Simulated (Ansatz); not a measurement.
NaBH4 (within 0.1 Å of P4₂/nmc, No. 137, 12 atoms in the cell; start mp-1101862) was calculated with LDA (plane waves, PAW; Ansatz, an electronic-structure program).

Numerical settings: plane-wave cutoff 500 eV, 10×10×8 k mesh (along the axes of the cell as run), gaussian smearing 0.02 eV, scalar-relativistic PAW data made under PBE.

Cell (relaxed at this level):

```cif
data_H8B2Na2
_chemical_formula_sum 'Na2 B2 H8'
_space_group_name_H-M_alt 'P 1'
_space_group_IT_number 1
_cell_length_a 4.16112
_cell_length_b 4.16112
_cell_length_c 5.66487
_cell_angle_alpha 90.000
_cell_angle_beta 90.000
_cell_angle_gamma 90.000
loop_
_space_group_symop_operation_xyz
  'x, y, z'
loop_
_atom_site_label
_atom_site_type_symbol
_atom_site_fract_x
_atom_site_fract_y
_atom_site_fract_z
_atom_site_occupancy
Na1 Na 0.50000 0.50000 0.50000 1
Na2 Na 0.00000 0.00000 0.00000 1
B1 B 0.50000 0.50000 0.00000 1
B2 B 0.00000 0.00000 0.50000 1
H1 H 0.25856 0.50014 0.87621 1
H2 H 0.50014 0.74144 0.12379 1
H3 H 0.74144 0.49986 0.87621 1
H4 H 0.49986 0.25856 0.12379 1
H5 H 0.75856 0.99986 0.62379 1
H6 H 0.00014 0.75856 0.37621 1
H7 H 0.24144 0.00014 0.62379 1
H8 H 0.99986 0.24144 0.37621 1
```

Question: Estimate the band gap that the calculation returns.

Answer: 
band gap: 5.75 eV (on the SCF k mesh)

The result took roughly 2.1 core-minutes.

A start named mp-… is a Materials Project structure, which need not be a measured phase.
